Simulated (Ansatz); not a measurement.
Base system: BaTiO₃ in the cubic perovskite structure (space group Pm-3m, No. 221).

```xyz
5
Lattice="3.9346 0.0000 0.0000 0.0000 3.9346 0.0000 0.0000 0.0000 3.9346" Properties=species:S:1:pos:R:3 pbc="T T T"
Ba     0.0000     0.0000     0.0000
Ti     1.9673     1.9673     1.9673
O      1.9673     0.0000     1.9673
O      0.0000     1.9673     1.9673
O      1.9673     1.9673     0.0000
```

Cartesian axes are those of the cell as printed.

Calculations: LDA, PAW, 420 eV (Ansatz, a program for electronic structure; no spin-orbit coupling).

For the base:

| Item | Result |
|---|---|
| Pressure | -0.01 GPa |
| Smallest direct gap | 1.87 eV |
| Band gap | 1.83 eV |

It is then changed as follows: tensile biaxial strain of 1.80 % in the plane normal to [001], as in epitaxy on a mismatched substrate; the out-of-plane cell vector and the atoms relax.

Task: Estimate the effect on the pressure, energy relative to the base, smallest direct gap, band gap and out-of-plane strain.

Result: The pressure (mean of the normal stresses, compression positive) decreases by 4.21 GPa (-0.01 GPa → -4.22 GPa); the energy increases by 9.0 meV/atom; the smallest direct gap shrinks by 0.08 eV (1.87 eV → 1.79 eV); the band gap shrinks by 0.12 eV to 1.71 eV; the out-of-plane strain comes out as -1.17 %.

Stability against distortions was not tested. The final runs are not spin-polarised. Many cubic perovskites are stable only at high temperature; tilts and polar distortions were not tested. This is not the structure that BaTiO3 has at room temperature and ambient pressure.
